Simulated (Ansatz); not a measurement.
## As (Pm-3m, No. 221, 1 atom in the cell; start mp-10; another form than the element's usual one)

Computed with PBEsol (Ansatz, a first-principles code, PAW).

Numerical settings: plane-wave cutoff 520 eV, 20×20×20 k mesh, Fermi–Dirac smearing 0.05 eV, scalar-relativistic PAW data made under PBE.

Cell (relaxed at this level):

```cif
data_As
_chemical_formula_sum 'As1'
_space_group_name_H-M_alt 'P 1'
_space_group_IT_number 1
_cell_length_a 2.68940
_cell_length_b 2.68940
_cell_length_c 2.68940
_cell_angle_alpha 90.000
_cell_angle_beta 90.000
_cell_angle_gamma 90.000
loop_
_space_group_symop_operation_xyz
  'x, y, z'
loop_
_atom_site_label
_atom_site_type_symbol
_atom_site_fract_x
_atom_site_fract_y
_atom_site_fract_z
_atom_site_occupancy
As1 As 0.50000 0.50000 0.50000 1
```

```yaml
band_gap: zero (no gap)
bulk modulus B0: 87.1 GPa
```

Note: the relaxation could not lower the start's symmetry, so the cell can be a saddle point above a distorted one; the bulk modulus is −V dP/dV from two relaxed cells at ±2 % in volume.

Spin–orbit coupling is not included.

Static lattice: no zero-point or thermal effects.

The result took around 15 core-seconds (rough).

A start named mp-… is a Materials Project structure, which need not be a measured phase.
